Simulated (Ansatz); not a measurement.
The starting structures come from a database of crystals and need not be the phases stable at ambient conditions.

 Where the default PAW files enter, the runs use the earlier of Ansatz's two default sets.

The decay constant κ of evanescent states in the gap governs leakage through a thin film.

Input:

```xyz
4
Lattice="3.3567 0.0000 0.0000 -1.6784 2.9070 0.0000 1.6784 0.9690 5.9220" Properties=species:S:1:pos:R:3 pbc="T T T"
Sr     0.0000     0.0000     0.0000
Hf     0.0000     1.9380     2.9610
N      1.6784     2.9070     4.1329
N      1.6784     0.9690     1.7891
```

Space group of this cell: R-3m. The cell is taken as given; by r2SCAN its mean pressure is -2.0 GPa.

Transport runs along the normal of the first two printed cell vectors, the (001) plane of the conventional cell.

The gap is the functional's own. No spin-orbit coupling. Mid-gap values are interpolated on the energy grid.

Problem. Predict the band gap and the smallest decay constant κ at mid-gap from r2SCAN (Ansatz, a program for electronic structure).

Solution. Gap 0.65 eV on a 12×12×12 mesh; κ = 0.131 1/Å, at (0.500, 0.000) of the in-plane reciprocal vectors. At the zone centre, at the nearest computed energy, the slowest state has κ = 0.17 1/Å.
